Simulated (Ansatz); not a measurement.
Electronic density of states of amorphous Zn$_{12}$Sb$_{12}$Te$_{36}$, density 6.17 g/cm³, on a 2×2×2 Γ-centred mesh with a Gaussian width of 0.1 eV; energies count from the Fermi level, whose place inside the gap is arbitrary. Cell and mesh are small, so fine structure isn't converged. All values below come from PBE-D3(BJ), scalar-relativistic without spin-orbit coupling, PAW (Ansatz default set, large-core Te) (plane waves to 420 eV; Ansatz, an electronic-structure program). Sampling: a 2×2×2 Γ-centred mesh; Fermi-Dirac width 0.05 eV; no spin polarisation. So small a spacing is near the smearing width and the bands' dispersion over the mesh, so it is a value of this cell and mesh.

It comes from a melt-quench run on a machine-learned potential (CHGNet), relaxed afterwards by DFT. The hot cell started wider than the set density and was brought back towards it in steps. It is the lowest in DFT energy of 3 quenches. It is a model cell: composition and starting density were chosen by hand, and all elements were melted together. The geometry includes D3(BJ) dispersion. Its density started from a set value of 6.05 and ended at 6.17 g/cm³. The quench (nominally 99 K/ps over its main leg) was far faster than any real one, so the model tends to hold more defects than a real film. A cell of this size samples the disorder only roughly. Volume and shape were free in the relaxation. On a 2×2×2 Γ-centred mesh force components of up to 0.17 eV/Å stay, since the relaxation ran on one k-point at (1/4, 1/4, 1/4).

(E - EF (eV), states/(eV atom)): (-12.00, 0.36); (-11.90, 0.42); (-11.80, 0.49); (-11.70, 0.48); (-11.60, 0.57); (-11.50, 0.65); (-11.40, 0.65); (-11.30, 0.74); (-11.20, 0.76); (-11.10, 0.63); (-11.00, 0.58); (-10.90, 0.54); (-10.80, 0.42); (-10.70, 0.34); (-10.60, 0.34); (-10.50, 0.22); (-10.40, 0.29); (-10.30, 0.25); (-10.20, 0.06); (-10.10, 0.00); (-10.00, 0.00); (-9.90, 0.00); (-9.80, 0.00); (-9.70, 0.01); (-9.60, 0.10); (-9.50, 0.25); (-9.40, 0.32); (-9.30, 0.35); (-9.20, 0.33); (-9.10, 0.28); (-9.00, 0.25); (-8.90, 0.40); (-8.80, 0.36); (-8.70, 0.33); (-8.60, 0.32); (-8.50, 0.28); (-8.40, 0.28); (-8.30, 0.13); (-8.20, 0.02); (-8.10, 0.00); (-8.00, 0.00); (-7.90, 0.00); (-7.80, 0.00); (-7.70, 0.07); (-7.60, 0.68); (-7.50, 2.60); (-7.40, 4.93); (-7.30, 5.34); (-7.20, 3.82); (-7.10, 1.97); (-7.00, 0.55); (-6.90, 0.04); (-6.80, 0.00); (-6.70, 0.00); (-6.60, 0.00); (-6.50, 0.00); (-6.40, 0.00); (-6.30, 0.00); (-6.20, 0.00); (-6.10, 0.00); (-6.00, 0.00); (-5.90, 0.06); (-5.80, 0.25); (-5.70, 0.39); (-5.60, 0.39); (-5.50, 0.32); (-5.40, 0.31); (-5.30, 0.39); (-5.20, 0.45); (-5.10, 0.50); (-5.00, 0.53); (-4.90, 0.56); (-4.80, 0.53); (-4.70, 0.53); (-4.60, 0.60); (-4.50, 0.60); (-4.40, 0.60); (-4.30, 0.61); (-4.20, 0.59); (-4.10, 0.63); (-4.00, 0.67); (-3.90, 0.68); (-3.80, 0.60); (-3.70, 0.58); (-3.60, 0.61); (-3.50, 0.64); (-3.40, 0.64); (-3.30, 0.64); (-3.20, 0.71); (-3.10, 0.72); (-3.00, 0.70); (-2.90, 0.70); (-2.80, 0.69); (-2.70, 0.65); (-2.60, 0.69); (-2.50, 0.69); (-2.40, 0.72); (-2.30, 0.71); (-2.20, 0.73); (-2.10, 0.74); (-2.00, 0.72); (-1.90, 0.75); (-1.80, 0.74); (-1.70, 0.73); (-1.60, 0.74); (-1.50, 0.80); (-1.40, 0.77); (-1.30, 0.75); (-1.20, 0.73); (-1.10, 0.72); (-1.00, 0.70); (-0.90, 0.70); (-0.80, 0.67); (-0.70, 0.58); (-0.60, 0.47); (-0.50, 0.39); (-0.40, 0.27); (-0.30, 0.15); (-0.20, 0.13); (-0.10, 0.10); (0.00, 0.04); (0.10, 0.12); (0.20, 0.25); (0.30, 0.32); (0.40, 0.34); (0.50, 0.39); (0.60, 0.51); (0.70, 0.52); (0.80, 0.53); (0.90, 0.64); (1.00, 0.66); (1.10, 0.60); (1.20, 0.62); (1.30, 0.65); (1.40, 0.73); (1.50, 0.74); (1.60, 0.66); (1.70, 0.62); (1.80, 0.62); (1.90, 0.66); (2.00, 0.67); (2.10, 0.60); (2.20, 0.55); (2.30, 0.57); (2.40, 0.57)

The gap on this mesh is 0.22 eV; the broadening fills part of it in the curve.
